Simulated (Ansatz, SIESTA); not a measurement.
# the (001) slab of MgMo3 (cut from a parent of space group no. 225; 8 atoms in the cell) computed with different codes at matched settings

Self-consistent single point, at a second geometry (atoms moved at random). First geometry:

```
MgMo3
1.0
    4.50924     0.00000     0.00000
   -4.50924     4.50924     0.00000
    0.00000     0.00000    14.78280
Mg Mo
2 6
Direct
  0.00000   0.00000   0.66177
  0.00000   0.50000   0.44608
  0.50000   0.00000   0.55392
  0.50000   0.50000   0.55392
  0.00000   0.50000   0.66177
  0.50000   0.50000   0.33823
  0.50000   0.00000   0.33823
  0.00000   0.00000   0.44608
```

Second geometry:
```xyz
8
Lattice="4.5092 0.0000 0.0000 -4.5092 4.5092 0.0000 0.0000 0.0000 14.7828" Properties=species:S:1:pos:R:3 pbc="T T T"
Mg     0.0283    -0.0589     9.7149
Mg    -2.2457     2.2636     6.5826
Mo     2.3165     0.1347     8.1781
Mo     0.0085     2.2251     8.1945
Mo    -2.2398     2.2093     9.7844
Mo    -0.0500     2.2399     4.9720
Mo     2.1666    -0.0058     5.0584
Mo     0.0156     0.0106     6.6463
```

Shared settings, as Ansatz (a first-principles code) writes them: kpoints.mp_grid.grid = 5 5 1; scf.occupations.method = fermi_dirac; scf.occupations.width = 0.136 eV. Potentials and cutoffs stand in the table.

| code | model | ΔF from the first geometry (meV/atom) | largest force (eV/Å) | cutoff |
|---|---|---|---|---|
| Ansatz | PBE, PAW files | 26.9 | 3.362 | default |
| SIESTA | GGA PBE, numerical atomic orbitals TZP, PseudoDojo PBE standard norm-conserving potentials (rewritten from UPF to PSML) | 27.7 | 3.388 | grid 350 Ry |

Size of the force on each atom (eV/Å): Sizes of forces hide their directions.

```
code      Mg1    Mg2    Mo3    Mo4    Mo5    Mo6    Mo7    Mo8
------  -----  -----  -----  -----  -----  -----  -----  -----
Ansatz  1.544  0.506  1.361  0.845  3.362  0.927  0.403  1.177
SIESTA  1.537  0.545  1.389  0.800  3.388  0.915  0.374  1.062
```

On Ansatz's run: spin polarisation is off. The two faces of this cut differ, and no dipole correction was used.

The spread over the programs that give each value: ΔF from the first geometry within 0.8 meV/atom; largest force within 0.026 eV/Å.

SIESTA uses small atom-centred bases, whose incompleteness enters pressures, forces and empty levels differently from a plane-wave cutoff.

The starting cell comes from a database of computed structures (which also holds hypothetical and non-ambient phases and stackings), without a prior relaxation at this level. The slab is cut from that crystal, and its faces are unrelaxed. For this run, on top of that: atoms moved at random.

Keys are those of Ansatz 0.2.
